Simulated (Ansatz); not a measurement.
# Predicting a run: rocksalt MgO (Fm-3m), hydrostatic pressure (both signs)

Cell and atoms relaxed with PBEsol to each stress σ (compression positive); gaps by r2SCAN, rigid bands (plane waves, PAW, scalar-relativistic; Ansatz, a program for electronic structure). Unloaded cell: a = b = c = 2.980 Å, α = β = γ = 60.00°.

| σ (GPa) | ln(V/V₀) (%) | gap (eV) |
|---|---|---|
| 0 | 0 | 5.614 |
| -9.00 | 6.54 | 4.981 |
| -6.00 | 4.15 | 5.205 |
| -3.00 | 1.98 | 5.417 |
| 3.00 | -1.83 | 5.802 |
| 6.00 | -3.54 | 5.981 |
| 18.00 | -9.41 | 6.622 |

Problem. Fit E_g = 5.614 eV + aσ + bσ² and ε = cσ + dσ² to the loaded rows by least squares.

Solution. a = 0.0652 eV/GPa, b = -5.18e-04 eV/GPa²; c = -0.653 %/GPa, d = 0.00731 %/GPa².

Problem. One run was withheld, at σ = 12.00 GPa. Predict its gap and its ln(V/V₀), then set them beside the run.

Solution. E_g = 5.614 + (0.0652)(12.00) + (-5.18e-04)(12.00)² = 6.322 eV and ε = (-0.653)(12.00) + (0.00731)(12.00)² = -6.78 %. The run gave 6.314 eV and -6.64 %, misses of 0.008 eV and 0.14 percentage points.

Gaps are resolved to about 0.01 eV; third decimals are kept for the arithmetic. Spin-orbit coupling is left out. Every relaxation keeps the rocksalt phase (space group Fm-3m under this load), so a transition, a distortion that breaks the symmetry or fracture can't show.
